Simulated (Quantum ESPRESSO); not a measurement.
Band structure of AlAs (F-43m, 2 atoms in the cell).

```
AlAs
1.0
    0.00000     2.83790     2.83790
    2.83790     0.00000     2.83790
    2.83790     2.83790     0.00000
Al As
1 1
Cartesian
  0.00000   0.00000   0.00000
  4.25685   4.25685   4.25685
```

Level of theory: PBE, spin-orbit coupling, PSlibrary fully relativistic PAW (PBE) pseudopotentials (plane waves; Quantum ESPRESSO 7.5).

Settings: ecutwfc = 35 Ry; ecutrho = 210 Ry; occupations = smearing; smearing = fd; degauss = 0.000734986 Ry; noncolin = true; lspinorb = true; potentials = {Al: Al.rel-pbe-n-kjpaw_psl.1.0.0.UPF, As: As.rel-pbe-n-kjpaw_psl.1.0.0.UPF}; K_POINTS = automatic 5 5 5 0 0 0; conv_thr = 1e-10 Ry; mixing_beta = 0.3.

The starting cell comes from a database of computed structures (which also holds hypothetical and non-ambient phases and stackings), without a prior relaxation at this level.

### Question
Predict the gap along the standard path and the places of the band edges.

### Answer
The gap along the path is 1.33 eV, from Γ to X; the smallest direct gap on it is 1.91 eV.

Levels in eV from the top of the valence band on the SCF mesh, bands 5 to 12:
| point | 5 | 6 | 7 | 8 | 9 | 10 | 11 | 12 |
|---|---|---|---|---|---|---|---|---|
| Γ | 0.00 | 0.00 | 0.00 | 0.00 | 1.91 | 1.91 | 4.14 | 4.14 |
| X | -2.32 | -2.32 | -2.19 | -2.19 | 1.33 | 1.33 | 2.17 | 2.17 |
| W | -3.32 | -3.19 | -2.90 | -2.89 | 4.22 | 4.22 | 5.45 | 5.57 |
| K | -3.53 | -3.44 | -1.89 | -1.88 | 2.12 | 2.13 | 4.83 | 4.88 |
| L | -1.00 | -1.00 | -0.83 | -0.83 | 2.01 | 2.01 | 4.55 | 4.55 |
| U | -3.53 | -3.44 | -1.89 | -1.88 | 2.12 | 2.13 | 4.83 | 4.88 |
